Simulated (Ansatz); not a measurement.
Consider TiC in the rock salt structure (space group Fm-3m, No. 225; a = 4.293 Å).

Computed with PBEsol in Ansatz (plane waves to 420 eV, PAW, no SOC), earlier PAW set.

One change was made to it. Results:

```csv
quantity,base,after
shortest interatomic distance,2.146 Å,2.815 Å
band gap,zero,zero
```

Q: Which change produced these results?
(A) C → Pb
(B) C → W
(C) Ti → Hf

A: A, C → Pb. For comparison, the shortest interatomic distance in the other runs: Ti → Hf gives 2.304 Å; C → W gives 2.585 Å.

Spin-orbit coupling, missing from the scalar runs, can matter with Pb. Stability against distortions was not tested. As relaxed here, TiPb and TiW are hypothetical phases, not in the database extracts checked. The final runs are not spin-polarised.

Ansatz is a program for electronic structure.
